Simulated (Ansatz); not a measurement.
Consider Ag2O (space group Pn-3m, No. 224; a = 4.7067 Å).

Level of theory: PBEsol (Ansatz, an electronic-structure program; PAW; 420 eV plane waves; no spin-orbit coupling).

Strains are applied to the cell and any free atomic positions relax.

One change was made to it. Results:

The energy increases by 13 meV/atom; the pressure goes from zero to -4.1 GPa.

Q: Which change produced these results?
(A) isotropic strain +0.60 %
(B) isotropic strain +1.80 %
(C) isotropic strain +2.40 %
(D) isotropic strain +1.20 %

A: B, isotropic strain +1.80 %. For comparison, the energy relative to the base in the other runs: isotropic strain +2.40 % gives +22 meV/atom; isotropic strain +0.60 % gives +1.5 meV/atom; isotropic strain +1.20 % gives +5.9 meV/atom.

A case with no gap was solved on a k-mesh chosen for an insulator, which is coarse for it. No phonon test of stability was made. No Hubbard U is applied, and correlation can decide whether such a compound is a metal. The final runs are not spin-polarised.
